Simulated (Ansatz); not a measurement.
The starting structures come from a database of crystals and need not be the phases stable at ambient conditions.

Input:

```
CELL_PARAMETERS angstrom
      4.29765     0.00000     0.00000
     -2.14883     3.72187     0.00000
      0.00000     0.00000     6.79763
ATOMIC_POSITIONS crystal
  Cd 0.00000 0.00000 0.49023
  Cd 0.33333 0.66667 0.00964
  Se 0.33333 0.66667 0.62575
  S  0.00000 0.00000 0.12238
```

Space group of this cell: P3m1. The cell is strained (lengths along the current scaled by 0.97, ions clamped).

Transport runs along the normal of the first two printed cell vectors, the (001) (indices of the unstrained crystal) plane of the conventional cell.

The gap is the functional's own, uncorrected, and κ follows it; spin-orbit coupling is left out. Mid-gap values are interpolated between the computed energies.

Q: Predict the band gap and the smallest decay constant κ at mid-gap from r2SCAN (Ansatz, a quantum-chemistry and plane-wave program).

A: Gap 1.28 eV on a 12×12×6 mesh; κ = 0.103 1/Å, at the zone centre.
